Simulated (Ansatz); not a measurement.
Band structure of GaP (F-43m, 2 atoms in the cell).

```xyz
2
Lattice="0.0000 2.7798 2.7798 2.7798 0.0000 2.7798 2.7798 2.7798 0.0000" Properties=species:S:1:pos:R:3 pbc="T T T"
Ga     0.0000     0.0000     0.0000
P      1.3899     1.3899     1.3899
```

Level of theory: PBE, PAW files (plane waves; Ansatz, a program for electronic structure).

Settings: kpoints.mp_grid.grid = 5 5 5; hamiltonian.xc = pbe; hamiltonian.pseudopotentials = {kind: paw} (the program's default PAW files); scf.occupations.method = fixed; kpoints.band_path.npoints = 8.

The starting cell comes from a database of computed structures (which also holds hypothetical and non-ambient phases and stackings), without a prior relaxation at this level. Its lattice was rescaled by a random factor within 2.5 % of one.

Predict the gap along the standard path and the places of the band edges.

The gap along the path is 1.34 eV, direct at Γ to within 0.01 eV.

Levels in eV from the top of the valence band on the path, bands 6 to 12:
```
point       6      7      8      9    10    11     12
-----  ------  -----  -----  -----  ----  ----  -----
Γ      -12.06   0.00   0.00   0.00  1.34  3.88   3.88
X       -9.36  -6.49  -2.49  -2.49  1.76  1.86  10.14
W       -9.29  -6.31  -3.31  -3.15  4.60  4.68   5.91
K       -9.40  -6.30  -3.64  -2.09  2.23  4.68   8.00
L      -10.18  -6.31  -1.04  -1.04  1.49  4.71   4.71
U       -9.40  -6.30  -3.64  -2.09  2.23  4.68   8.00
```

Keys are those of Ansatz 0.2.
